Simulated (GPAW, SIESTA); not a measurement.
A GPAW input for a self-consistent single point of CsBS2 (Immm, 8 atoms in the cell) (DFT PBEsol, plane waves, GPAW PAW datasets PBEsol (made by gpaw-setup)):

```python
from ase import Atoms
from ase.units import GPa
from gpaw import GPAW, PW, FermiDirac

atoms = Atoms(['Cs', 'Cs', 'B', 'B', 'S', 'S', 'S', 'S'],
              cell=[[-2.305116, 3.128587, 9.022194],
                    [2.305116, -3.128587, 9.022194],
                    [2.305116, 3.128587, -9.022194]],
              scaled_positions=[[0.358930, 0.858930, 0.500000],
                                [0.641070, 0.141070, 0.500000],
                                [0.932480, 0.432480, 0.500000],
                                [0.067520, 0.567520, 0.500000],
                                [0.835340, 0.335340, 0.500000],
                                [0.164660, 0.664660, 0.500000],
                                [0.770090, 0.500000, 0.270090],
                                [0.229910, 0.500000, 0.729910]],
              pbc=True)

calc = GPAW(mode=PW(900),
            xc='PBEsol',
            kpts={'size': (4, 4, 4), 'gamma': True},
            occupations=FermiDirac(0.02),
            nbands=-4,
            convergence={'density': 1e-05, 'energy': 1e-05, 'bands': -2},
            symmetry={'symmorphic': False, 'tolerance': 0.0005},
            maxiter=150)

atoms.calc = calc

energy = atoms.get_potential_energy()
print('Energy (eV):', round(energy, 6))
forces = atoms.get_forces()
print('Forces (eV/Ang):')
print(forces.round(5))
stress = atoms.get_stress()
print('Stress (GPa, Voigt):', (stress / GPa).round(4))
```

Question: Translate this input to SIESTA.

Answer: One input that does it (others would too):

```
# files in the folder: Cs.psml B.psml S.psml (PseudoDojo PBEsol standard)
SystemName  CsBS2
SystemLabel siesta

NumberOfAtoms                8
NumberOfSpecies              3
%block ChemicalSpeciesLabel
  1 55 Cs
  2 5 B
  3 16 S
%endblock ChemicalSpeciesLabel
LatticeConstant              9.823523 Ang
%block LatticeVectors
    -0.234652680    0.318479124    0.918427534
     0.234652680   -0.318479124    0.918427534
     0.234652680    0.318479124   -0.918427534
%endblock LatticeVectors
AtomicCoordinatesFormat      Ang
%block AtomicCoordinatesAndAtomicSpecies
     2.305116000    0.000000000    6.476672185  1
     0.000000000    3.128587000    2.545521815  1
    -0.000000000    3.128587000    7.803836922  2
     2.305116000    0.000000000    1.218357078  2
     0.000000000    3.128587000    6.051005072  3
     2.305116000   -0.000000000    2.971188928  3
    -0.000000000    1.690000126    9.022194000  3
     2.305116000    1.438586874    0.000000000  3
%endblock AtomicCoordinatesAndAtomicSpecies

XC.functional                GGA
XC.authors                   PBEsol
PAO.BasisSize                DZP
PAO.EnergyShift              0.01 Ry
MeshCutoff                   350 Ry
%block kgrid.MonkhorstPack
    4   0   0  0.0
    0   4   0  0.0
    0   0   4  0.0
%endblock kgrid.MonkhorstPack
OccupationFunction           FD
ElectronicTemperature        20.0 meV

MaxSCFIterations             150
SCF.Mixer.Method             Pulay
SCF.Mixer.Weight             0.25
SCF.Mixer.History            8
SCF.DM.Tolerance             1.0E-05
Diag.ParallelOverK           true
WriteForces                  true
```

Basis, cutoffs, solver keys and any potentials are the target program's own. This input uses DFT, GGA PBEsol, numerical atomic orbitals DZP, PseudoDojo PBEsol standard norm-conserving potentials (rewritten from UPF to PSML).

The starting cell comes from a database of computed structures (which also holds hypothetical and non-ambient phases and stackings), without a prior relaxation at this level. Its lattice was rescaled by a random factor within 2.5 % of one.
